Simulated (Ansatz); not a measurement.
```
CELL_PARAMETERS angstrom
      3.11376     0.00000     0.00000
     -1.55688     2.69659     0.00000
      0.00000     0.00000     4.98369
ATOMIC_POSITIONS crystal
  Al 0.66667 0.33333 0.49902
  Al 0.33333 0.66667 0.99902
  N  0.66667 0.33333 0.88098
  N  0.33333 0.66667 0.38098
```

Level of theory: PBEsol with spin-orbit coupling, rigid bands (plane waves, PAW; Ansatz, a first-principles code). How the cell was made: cell and atoms relaxed with PBEsol.

Task: What conductivity effective mass do dilute holes have at 300 K?

Result: 3.7 (x), 3.7 (y), 0.41 (z) mₑ.

Task: Predict the electron conductivity mass (n e² τ/σ) at 300 K, by direction if it differs.

Result: 0.31 (x), 0.31 (y), 0.30 (z) mₑ.

Task: And the band gap?

Result: 4.10 eV at this level; semilocal functionals usually fall short of the measured gap.

Rigid bands, one relaxation time for all states, no polarons.
